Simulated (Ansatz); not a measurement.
**How far PBE and PBEsol part for Sn**

The reference is Sn (space group I4_1/amd, No. 141; a = 5.9470 Å, c = 3.2123 Å).

(Cell as relaxed with PBE.)

Levels (all Ansatz, a first-principles code, PAW): PBE (420 eV, no spin-orbit coupling); PBEsol (420 eV, scalar-relativistic without spin-orbit coupling).

Each level relaxes its own structure.

| quantity | PBE | PBEsol |
|---|---|---|
| volume per atom | 28.40 Å³ | 26.86 Å³ |
| lattice parameter a | 5.947 Å | 5.833 Å |
| lattice parameter c | 3.212 Å | 3.158 Å |
| band gap | zero | zero |

PBE's volume per atom lies 1.54 Å³ above PBEsol's (5.7 %); PBE's lattice parameter a lies 0.114 Å above PBEsol's (2.0 %); PBE's lattice parameter c lies 0.054 Å above PBEsol's (1.7 %); the two agree on the band gap. Neither level is exact; PBEsol is the comparison here, not a measurement.

Stability against distortions was not tested.
